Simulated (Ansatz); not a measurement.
Defect migration in monoclinic HfO2: interstitial O, neutral cell. Calculation: PBE, PAW (plane waves to 420 eV; Ansatz, a first-principles code).

Cell of 96 host sites held at the relaxed PBE lattice; the Γ point alone; Fermi-Dirac width 0.01 eV, spin-restricted; finite-size errors left in. Static, classical nuclei. Spin-orbit coupling is left out. The charge state is imposed; whether it is stable for some Fermi level was not computed. Sites that were not tried may lie lower.

Barriers: single points on a 2×2×2 k-point mesh shifted by half a step at the bands' geometries.

The step: a concerted move, in which O travels most. Atoms about the jump, Cartesian Å from the middle of the jump, before and after:

```
atom     x0     y0     z0     x1     y1     z1
----  -----  -----  -----  -----  -----  -----
O1    -0.20  -1.18   0.46   0.20   1.18  -0.46
O2    -0.84  -2.24   1.28  -0.47  -1.67   0.79
O3     0.47   1.67  -0.79   0.84   2.24  -1.28
Hf4   -1.73  -0.16   1.61  -1.69  -0.20   1.56
Hf5    1.69   0.20  -1.56   1.73   0.16  -1.61
O6     0.01  -0.96  -1.96   0.01  -0.98  -1.93
O7    -0.01   0.98   1.93  -0.01   0.96   1.96
O8    -2.36   1.26   0.13  -2.39   1.27   0.14
O9     2.39  -1.27  -0.14   2.36  -1.26  -0.13
Hf10  -1.25  -2.38  -1.12  -1.24  -2.37  -1.11
Hf11   1.24   2.37   1.11   1.25   2.38   1.12
O12   -2.80  -1.28  -0.12  -2.81  -1.26  -0.13
O13    2.81   1.26   0.13   2.80   1.28   0.12
Hf14   1.26  -2.85   1.12   1.23  -2.82   1.10
Hf15  -1.23   2.82  -1.10  -1.26   2.85  -1.12
O16   -1.89   1.33  -2.51  -1.86   1.34  -2.50
O17    1.86  -1.34   2.50   1.89  -1.33   2.51
O18   -0.97  -0.81   3.50  -0.93  -0.90   3.44
O19    0.93   0.90  -3.44   0.97   0.81  -3.50
```

Give the saddle-point geometry and the barrier.


```csv
atom,x,y,z
O1,0.00,0.00,0.00
O2,-0.40,-1.69,0.74
O3,0.39,1.69,-0.74
Hf4,-1.59,-0.09,1.51
Hf5,1.59,0.09,-1.50
O6,0.11,-1.23,-2.13
O7,-0.10,1.23,2.13
O8,-2.40,1.35,0.13
O9,2.39,-1.35,-0.13
Hf10,-1.23,-2.42,-1.16
Hf11,1.23,2.42,1.16
O12,-2.76,-1.25,-0.16
O13,2.75,1.25,0.16
Hf14,1.31,-2.88,1.11
Hf15,-1.31,2.88,-1.11
O16,-1.89,1.33,-2.50
O17,1.89,-1.33,2.50
O18,-0.85,-0.93,3.32
O19,0.85,0.93,-3.32
```
It lies 0.64 eV above the start and 0.64 eV above the end. The saddle point's order was not checked, and it lies on a symmetry element of the cell, where a band can be held.
